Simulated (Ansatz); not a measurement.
Functionals compared on a constructed model of the (100) surface of fcc Pt, a pseudomorphic layer of Ag in the host's stacking (bottom of the slab: a bare face, its two planes held), in Ansatz (plane waves, PAW). The structure was relaxed with PBE; the other rows are single points on it. Cutoff 420 eV (500 eV for r2SCAN).

Set-up: 7 atoms, 12.1 Å thick at the start; mesh 13x13x1; 0.1 eV smearing; dipole correction on; 2 atoms held, the rest relaxed; held to the start's symmetry, so lower structures may exist; no spin, no spin-orbit, no U. It is one candidate, not shown to be the stable structure of the face. These notes are the PBE run's.

```csv
functional,work function of the top face (eV),rough cost of the single point
PBE,4.42,–
RPBE,?,very roughly 30 core-seconds
r2SCAN,4.36,roughly 60 core-seconds
```

### Question
Fill in the missing entries.

### Answer

- RPBE, work function of the top face (eV): 4.22

Ansatz is a quantum-chemistry and plane-wave program.
